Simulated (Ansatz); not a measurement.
Take SiC in the zinc blende structure (space group F-43m, No. 216) as the base.

```
CELL_PARAMETERS angstrom
      0.00000     2.16449     2.16449
      2.16449     0.00000     2.16449
      2.16449     2.16449     0.00000
ATOMIC_POSITIONS crystal
  Si 0.00000 0.00000 0.00000
  C  0.25000 0.25000 0.25000
```

Calculations: LDA/PAW in Ansatz (an electronic-structure program), scalar-relativistic without spin-orbit coupling.

For the base:

The band gap is 1.30 eV, the pressure is 0.00 GPa and the smallest direct gap is 4.53 eV.

Modification: every lattice vector is shortened by 2.00 %, atoms relaxed at fixed cell.

What does the calculation give for the band gap, pressure and smallest direct gap after the change?

The band gap falls by 0.06 eV to 1.24 eV; the pressure goes from zero to 15.63 GPa; the smallest direct gap goes up by 0.063 eV (4.53 eV → 4.60 eV).

The cells carry an imposed strain or load. Semilocal Kohn–Sham gaps tend to fall short of experiment. No phonon test of stability was made.
